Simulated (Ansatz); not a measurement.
The reference is HfO$_{2}$ in the CdI2 type structure (space group P-3m1, No. 164; a hypothetical phase, not in the database extracts checked; layered, stacked along the Cartesian z axis).

```cif
data_HfO2
_chemical_formula_sum 'Hf1 O2'
_space_group_name_H-M_alt 'P 1'
_space_group_IT_number 1
_cell_length_a 3.20846
_cell_length_b 3.20846
_cell_length_c 4.51490
_cell_angle_alpha 90.000
_cell_angle_beta 90.000
_cell_angle_gamma 120.000
loop_
_space_group_symop_operation_xyz
  'x, y, z'
loop_
_atom_site_label
_atom_site_type_symbol
_atom_site_fract_x
_atom_site_fract_y
_atom_site_fract_z
_atom_site_occupancy
Hf1 Hf 0.00000 0.00000 0.00000 1
O1 O 0.33333 0.66667 0.21390 1
O2 O 0.66667 0.33333 0.78610 1
```

Levels (all Ansatz, a quantum-chemistry and plane-wave program, PAW): PBEsol-D3(BJ) (420 eV, no spin-orbit coupling); r2SCAN (500 eV, scalar-relativistic without spin-orbit coupling); HSE06 (420 eV, no spin-orbit coupling).

At the geometry relaxed with PBEsol-D3(BJ), these levels gave the following band gaps, in shuffled order: (a) 6.11 eV, (b) 4.40 eV, (c) 4.97 eV.

Question: Match each gap to its level.

Answer: (a) HSE06; (b) PBEsol-D3(BJ); (c) r2SCAN.

Single points use the geometry relaxed with PBEsol-D3(BJ). HSE06 gaps are upper bounds (no full band path). Spin-orbit coupling, missing from the scalar runs, can matter with Hf. Whether these cells are dynamically stable was not tested.
